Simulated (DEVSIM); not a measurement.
Structure: Schottky contact on p-type GaAs, at 300 K.

Layer 1 from the left is GaAs, thickness (μm) 16.0, Na (cm⁻³) 8.7e16, τn (s) 4.8e-8, τp (s) 4.8e-8. Layer 2 from the left is GaAs, thickness (μm) 50.0, Na (cm⁻³) 1.4e18, τn (s) 4.8e-8, τp (s) 4.8e-8.

Left contact: Schottky, work function 4.404 eV, emission velocity 3.3e6 cm/s. Right contact: ohmic. Voltage is applied to the left contact. Recombination: SRH at mid-gap, Auger. Mobility is μmin + (μ − μmin)/(1 + (N/Nref)^α).

The device is made up for the run: typed textbook-type constants, with dimensions and the other settings drawn at random. Values at 300 K.

GaAs: gap (eV) 1.424, affinity (eV) 4.07, permittivity 12.9, Nc (cm⁻³) 4.7e17, Nv (cm⁻³) 9e18, μn (cm²/Vs) 8500, μp (cm²/Vs) 400, μn,min 500, μp,min 20, Nref,n 6e16, Nref,p 1.5e17, αn 0.39, αp 0.38, Cn (cm⁶/s) 1e-30, Cp (cm⁶/s) 1e-30.

Simulated with DEVSIM: 1D drift-diffusion, Boltzmann statistics, complete ionisation; no tunnelling, impact ionisation, image-force lowering or self-heating. Metal contacts follow the ideal Schottky-Mott rule: no Fermi-level pinning, no interface dipoles.

Dark forward current:

```tsv
|V| (V)	|J| (A/cm²)
0.05	1.722e-11
0.10	1.152e-10
0.15	7.413e-10
0.20	4.929e-9
0.25	3.344e-8
0.30	2.290e-7
0.35	1.573e-6
0.40	1.081e-5
0.45	7.433e-5
0.50	0.0005106
0.55	0.003503
0.60	0.02398
0.65	0.1632
0.70	1.084
0.75	6.403
0.80	26.06
0.85	64.92
0.90	116.6
0.95	175.4
1.00	238.2
1.05	303.5
1.10	370.6
1.15	438.8
1.20	508.0
1.25	577.8
1.30	648.3
```

### Question
Work out the local ideality factor n = ΔV / (kT/q · ln(J2/J1)) between the rows 0.15 and 0.20 V, 0.40 and 0.45 V, 1.25 and 1.30 V.

### Answer
kT/q = 25.85 mV. From 0.15 to 0.20 V: ln(4.929e-9/7.413e-10) = 1.894, n = 1.02, near the 1 of diffusion or emission over a barrier. From 0.40 to 0.45 V: ln(7.433e-5/1.081e-5) = 1.928, n = 1.00, near the 1 of diffusion or emission over a barrier. From 1.25 to 1.30 V: ln(648.3/577.8) = 0.115, n = 16.80; the layers' resistance at their doping, Σ W/(qμN) = 0.00067 Ω cm², would take 47 mV of this step of 50 mV.

### Question
Estimate the current at 0.40 V for emission alone, J0 = q v N_band exp(−φB/kT), and read the barrier back from the simulated current.

### Answer
φB = 1.090 eV, N_band = 9.00e18 cm⁻³, J0 = 2.32e-12 A/cm²; J = J0 (exp(qV/kT) − 1) = 1.22e-5 A/cm². The simulation gives 1.08e-5 A/cm²; the estimate lies 13 % above. Read backwards, the simulated current gives an apparent barrier of 1.093 eV. The estimate leaves out transport through the depletion region and minority injection.
